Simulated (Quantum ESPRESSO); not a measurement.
**Short convergence ladders for Ag (Im-3m, 1 atom in the cell)**

```yaml
crystal:
  lattice:
    - [-1.66393, 1.66393, 1.66393]
    - [1.66393, -1.66393, 1.66393]
    - [1.66393, 1.66393, -1.66393]
  atoms:
    - { symbol: Ag, position: [0.00000, 0.00000, 0.00000] }
```

Base method: LDA (PZ), PSlibrary ultrasoft (LDA) pseudopotentials (plane waves; Quantum ESPRESSO 7.5).

Base settings: ecutwfc = 50 Ry; ecutrho = 300 Ry; occupations = smearing; smearing = fd; degauss = 0.0073499 Ry; potentials = {Ag: Ag.pz-n-rrkjus_psl.1.0.0.UPF}; K_POINTS = automatic 10 10 10 0 0 0; conv_thr = 1e-09 Ry.

The count of work is k-points × plane waves × bands × iterations; it is no time. 

**The cutoff for other potential files**

Level: DFT, LDA (PW92), plane waves, PseudoDojo standard norm-conserving (LDA) pseudopotentials.

In this ladder: ecutrho = default; pseudopotentials = {Ag: Ag.upf}.

The second cell is the first with its lattice scaled by 0.98.

The mesh stays at the base's, so the ladder's end is converged at best in this setting alone.

Only quantities that move along the ladder and can be compared are tabulated.

| ecutwfc | free energy less the last step's (meV/atom) | energy of the compressed cell less the first (meV/atom) | pressure (GPa) | count of work / last |
|---|---|---|---|---|
| 40 Ry | 9483.87 | -121.12 | -313.06 | 0.11 |
| 50 Ry | 2158.53 | -65.93 | -112.31 | 0.15 |
| 63 Ry | 207.27 | -67.41 | -27.81 | 0.21 |
| 76 Ry | 8.35 | -69.00 | -13.27 | 0.28 |
| 90 Ry | 0.44 | -68.89 | -12.16 | 0.37 |
| 108 Ry | 0.24 | -68.89 | -12.16 | 0.47 |
| 135 Ry | 0.13 | -68.89 | -12.17 | 0.65 |
| 180 Ry | 0.00 | -68.89 | -12.17 | 1.0 |

Coarsest ecutwfc that holds the pressure within 0.5 GPa of the last step, with all finer ones: 90 Ry, at 0.37 of the last step's count of work; the step before is off by 1.1 GPa.

Coarsest ecutwfc that holds the free energy within 2 meV/atom of the last step, with all finer ones: 90 Ry, at 0.37 of the last step's count of work; the step before is off by 8.4 meV/atom.

Coarsest ecutwfc that holds the energy of the compressed cell less the first within 0.5 meV/atom of the last step, with all finer ones: 76 Ry, at 0.28 of the last step's count of work; the step before is off by 1.5 meV/atom.

The energy difference between the two cells stays within 1 meV/atom of the last step's from 76 Ry on, the total only from 90 Ry on: much of the error is common to both cells and cancels.

At the lowest cutoff the pressure lies 301 GPa under the last step's, the usual sign of Pulay stress in an incomplete plane-wave basis.

**The cutoff for other potential files**

Level: DFT, LDA (PZ), plane waves, PSlibrary PAW (LDA) pseudopotentials.

In this ladder: pseudopotentials = {Ag: Ag.pz-n-kjpaw_psl.1.0.0.UPF}. Moved along: ecutrho.

The second cell is the first with its lattice scaled by 0.98.

The mesh stays at the base's, so the ladder's end is converged at best in this setting alone.

Only quantities that move along the ladder and can be compared are tabulated.

| ecutwfc | free energy less the last step's (meV/atom) | energy of the compressed cell less the first (meV/atom) | pressure (GPa) | count of work / last |
|---|---|---|---|---|
| 22 Ry | 14411.72 | -92.02 | -492.39 | 0.16 |
| 28 Ry | 2618.10 | -49.67 | -147.02 | 0.22 |
| 35 Ry | 229.85 | -64.28 | -26.76 | 0.22 |
| 42 Ry | 96.66 | -65.74 | -11.80 | 0.24 |
| 50 Ry | 69.69 | -65.68 | -13.67 | 0.31 |
| 60 Ry | 17.08 | -65.56 | -12.73 | 0.46 |
| 75 Ry | 7.51 | -65.71 | -11.84 | 0.66 |
| 100 Ry | 0.00 | -65.71 | -11.83 | 1.0 |

Coarsest ecutwfc that holds the energy of the compressed cell less the first within 0.2 meV/atom of the last step, with all finer ones: 42 Ry, at 0.24 of the last step's count of work; the step before is off by 1.4 meV/atom.

Coarsest ecutwfc that holds the pressure within 1 GPa of the last step, with all finer ones: 60 Ry; the step before is off by 1.8 GPa.

Coarsest ecutwfc that holds the free energy within 5 meV/atom: not settled: the last two steps still differ by 7.5 meV/atom, over half the tolerance, so the ladder does not show it.

At the lowest cutoff the pressure lies 481 GPa under the last step's, the usual sign of Pulay stress in an incomplete plane-wave basis.

**The relaxed cell against the cutoff**

In this ladder: calculation = vc-relax; tprnfor = default; tstress = default. Moved along: ecutrho.

The mesh stays at the base's, so the ladder's end is converged at best in this setting alone.

Only quantities that move along the ladder and can be compared are tabulated.

| ecutwfc | relaxed volume (Å³/atom) | relaxation steps |
|---|---|---|
| 25 Ry | 12.775 | 3 |
| 30 Ry | 14.627 | 2 |
| 35 Ry | 15.947 | 2 |
| 42 Ry | 16.115 | 4 |
| 50 Ry | 15.999 | 5 |
| 60 Ry | 16.207 | 4 |
| 75 Ry | 16.214 | 4 |
| 100 Ry | 16.240 | 4 |

Coarsest ecutwfc that holds the relaxed volume within 0.081 Å³/atom of the last step, with all finer ones: 60 Ry; the step before is off by 0.24 Å³/atom.

At the lowest cutoff the cell relaxes to a volume 21 % smaller than at the highest.

On the base run: the starting cell comes from a database of computed structures (which also holds hypothetical and non-ambient phases and stackings), without a prior relaxation at this level. Its lattice was rescaled by up to half a per cent.
